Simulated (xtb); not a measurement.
xtb 6.7.1, GFN2-xTB: F[Si](F)(F)[SiH](Cl)Cl, 8 atoms. The geometry is a generated start, not checked to be a minimum at this level.

```json
{
 "run_flags": "--grad",
 "method": "GFN2-xTB",
 "--acc": "1 (default)",
 "--etemp (K)": "300 (default)",
 "basis_functions": "53",
 "valence_electrons": "44"
}
```

```xyz
8

Si    -1.1273    -0.0150     0.1004
F     -1.8909     1.0662    -0.7745
F     -1.8053    -1.3808    -0.3433
F     -1.7225     0.2247     1.5538
Si     1.1377     0.0033    -0.1839
Cl     2.0093    -1.4466     0.9037
Cl     1.9225     1.7790     0.3337
H      1.4765    -0.2308    -1.5900
```

One run each on 1 thread. Values of broydamp tried: 0.02, 0.05, 0.1, 0.2, 0.4 (default), 0.6, 0.8, 1.

Q: Predict the course of the SCC iterations along this series.

A: Fewest SCC iterations, within one of each other: 0.4 (default) with 14, 0.6 with 13, 0.8 with 13, 1 with 14. The count rises to 25 at 0.02. All converge to one solution.

| broydamp | SCC iterations | end |
|---|---|---|
| 0.02 | 25 | same solution |
| 0.05 | 23 | same solution |
| 0.1 | 20 | same solution |
| 0.2 | 18 | same solution |
| 0.4 (default) | 14 | same solution |
| 0.6 | 13 | same solution |
| 0.8 | 13 | same solution |
| 1 | 14 | same solution |
